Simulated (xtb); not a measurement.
xtb 6.7.1, GFN1-xTB: c1cc(-c2cc3cc4sccc4cc3s2)cc(-c2cc3cc4sccc4cc3s2)c1, 44 atoms. The geometry is a generated start, not checked to be a minimum at this level.

run flags: --grad
method: GFN1-xTB
--acc: 1 (default)
--etemp (K): 300 (default)
basis functions: 172
valence electrons: 142

One run each on 1 thread. Values of broydamp tried: 0.02, 0.05, 0.1, 0.2, 0.4 (default), 0.6, 0.8, 1.

Problem. Which value of broydamp needs the fewest SCC iterations, and what happens away from it?

Solution. Fewest SCC iterations, within one of each other: 0.2 with 11, 0.4 (default) with 11, 0.6 with 11. The count rises to 17 at 0.02. All converge to one solution.

| broydamp | SCC iterations | end |
|---|---|---|
| 0.02 | 17 | same solution |
| 0.05 | 15 | same solution |
| 0.1 | 13 | same solution |
| 0.2 | 11 | same solution |
| 0.4 (default) | 11 | same solution |
| 0.6 | 11 | same solution |
| 0.8 | 13 | same solution |
| 1 | 13 | same solution |
